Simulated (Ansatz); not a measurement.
B20 (FeSi-type) MnSi, treated with BLYP (PAW; Ansatz, a first-principles code).

Input file:

Ansatz 0.2 input:
```yaml
crystal:
  lattice:
    - [4.6174566539, 0.0, 0.0]
    - [0.0, 4.6174566539, 0.0]
    - [0.0, 0.0, 4.6174566539]
  atoms:
    - { symbol: Mn, position: [0.8666956959, 0.6333043041, 0.3666956959], spin: 1.2 }
    - { symbol: Mn, position: [0.3666956959, 0.8666956959, 0.6333043041], spin: 1.2 }
    - { symbol: Mn, position: [0.1333043041, 0.1333043041, 0.1333043041], spin: 1.2 }
    - { symbol: Mn, position: [0.6333043041, 0.3666956959, 0.8666956959], spin: 1.2 }
    - { symbol: Si, position: [0.1562112016, 0.3437887984, 0.6562112016], spin: 0.0 }
    - { symbol: Si, position: [0.6562112016, 0.1562112016, 0.3437887984], spin: 0.0 }
    - { symbol: Si, position: [0.8437887984, 0.8437887984, 0.8437887984], spin: 0.0 }
    - { symbol: Si, position: [0.3437887984, 0.6562112016, 0.1562112016], spin: 0.0 }
basis:
  ecutwfc: 520
  ecutrho_ratio: 4
  xc_grid: 2
kpoints:
  mp_grid: { grid: [12, 12, 12] }
hamiltonian:
  xc: blyp
  dispersion: none
  pseudopotentials: { kind: paw }
scf:
  occupations: { method: fermi_dirac, width: 0.05 }
output:
  forces: true
  stress: true
  eigenvalues: true
magnetization:
  spin_polarized: true
relax:
  f_tol: 0.004
  escape_saddle: false
  max_steps: 80
```

The run printed, among other lines:

```
WARN output.stress: scf.convergence.dr2_threshold = 1.6e-8 eV (the default of a walk held to its f_tol) is looser than the 8e-10 eV advised for a printed …
Relaxation: its limit of steps is 80 (relax.max_steps)
Crystal: 8 atoms, lattice volume = 98.448 Å³
Basis set: ecut = 520 eV, 2601 PW (Γ), exchange–correlation on 72×72×72 points (8 copies of the dense FFT grid, shifted against one another)
Bands: 49, of which v1, the nominal top of the filled ones, is band 38 counted from 1 (37 counted from 0)
Symmetry: 12 space group operations
Space group: P213 (ITA 198), of the structure as read, at distance tolerance 4.6e-5 Å
k-points: 119 of 1728 (time reversal used)
Initial density: superposition of atomic densities (chi_scale 0.1, normalization cell)
Functional: x = b88, c = lyp
spin=Collinear: Kerker preconditioning applied to the charge; magnetization (m = ρ↑ − ρ↓) channel mixes plain (no charge-response kernel on spin).
SCF 1 converged in 12 iterations: F = -18183.637442 eV  dr2 = 2.90e-7
Crystal: 8 atoms, lattice volume = 98.448 Å³
Initial density: handed on by an earlier stage of this run
spin=Collinear: Kerker preconditioning applied to the charge; magnetization (m = ρ↑ − ρ↓) channel mixes plain (no charge-response kernel on spin).
SCF 2 converged in 6 iterations: F = -18183.638383 eV  dr2 = 5.18e-8
Crystal: 8 atoms, lattice volume = 98.448 Å³
spin=Collinear: Kerker preconditioning applied to the charge; magnetization (m = ρ↑ − ρ↓) channel mixes plain (no charge-response kernel on spin).
SCF 3 converged in 7 iterations: F = -18183.638747 eV  dr2 = 7.73e-9
Crystal: 8 atoms, lattice volume = 98.448 Å³
spin=Collinear: Kerker preconditioning applied to the charge; magnetization (m = ρ↑ − ρ↓) channel mixes plain (no charge-response kernel on spin).
SCF 4 converged in 2 iterations: F = -18183.638747 eV  dr2 = 1.30e-10
relax step   4: F+E_penalty+E_count = -18183.63874680 eV  Δ(F+E_penalty+E_count) = -6.141e-9 eV  max|allowed force component| = 1.323e-4 eV/Å  Δτ_max = 0.0000 Å  (2 SCF iters, accepted)
SCF converged after 2 iterations
Magnetization: 3.9713 μB (39.9857 up, 36.0143 down)
Free energy (F): -18183.638747 eV
Internal energy: -18183.600796 eV  (E = F + TS)
E sigma→0 (E₀):  -18183.619771 eV
Fermi energy:    15.339803 eV
--- Forces (eV/Å), atoms counted from 1 ---
  atom   1  Mn    -0.00013232     0.00013232    -0.00013232
  atom   2  Mn    -0.00013232    -0.00013232     0.00013232
  atom   3  Mn     0.00013232     0.00013232     0.00013232
  atom   4  Mn     0.00013232    -0.00013232    -0.00013232
  atom   5  Si    -0.00001378     0.00001378    -0.00001378
  atom   6  Si    -0.00001378    -0.00001378     0.00001378
  atom   7  Si     0.00001378     0.00001378     0.00001378
  atom   8  Si     0.00001378    -0.00001378    -0.00001378
--- Stress (GPa, compression-positive) ---
       -3.239171       0.000000      -0.000000
        0.000000      -3.239171      -0.000000
       -0.000000       0.000000      -3.239171
  P = ⅓ Tr σ = -3.2392 GPa (-32.392 kbar)
```

The cell is one volume of an energy–volume scan, off the minimum.

The PAW data were made under PBE.

The run is spin-polarised with parallel starting moments, which need not be the measured order.

It cost about 13 core-minutes (a rough figure) of CPU time.
